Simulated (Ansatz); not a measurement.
Take CdTe in the zinc blende structure (space group F-43m, No. 216; a = 6.619 Å) as the base.

Now apply this change: 0.145 holes added to each cell, a density of 2.0×10^21 cm⁻³, with a uniform compensating background at fixed cell and a 300 K Fermi–Dirac width.

All numbers come from PBE, PAW, 420 eV (Ansatz, a program for electronic structure; no spin-orbit coupling), earlier PAW set.

Base, band edges from the VBM (valence, conduction): X -1.66, 2.68; W -1.94, 4.03; L -0.68, 1.76; Γ 0.00, 0.58; K -1.37, 2.93; U -1.37, 2.93 eV.

Task: Give the band edges at the high-symmetry points of the new zone, measured from its valence-band maximum.

Result: 
```csv
point,valence edge (eV),conduction edge (eV)
Γ,0.00,0.65
X,-1.63,2.75
U,-1.35,3.01
K,-1.35,3.01
L,-0.67,1.83
W,-1.90,4.07
```

The gap is 0.65 eV, direct at Γ.

Charged cell with a jellium background: band edges are those of the host's band count, energies are not comparable with the neutral cell, and many-body gap narrowing is missing. Spin-orbit coupling, missing from the scalar runs, can matter with Te. Whether these cells are dynamically stable was not tested.
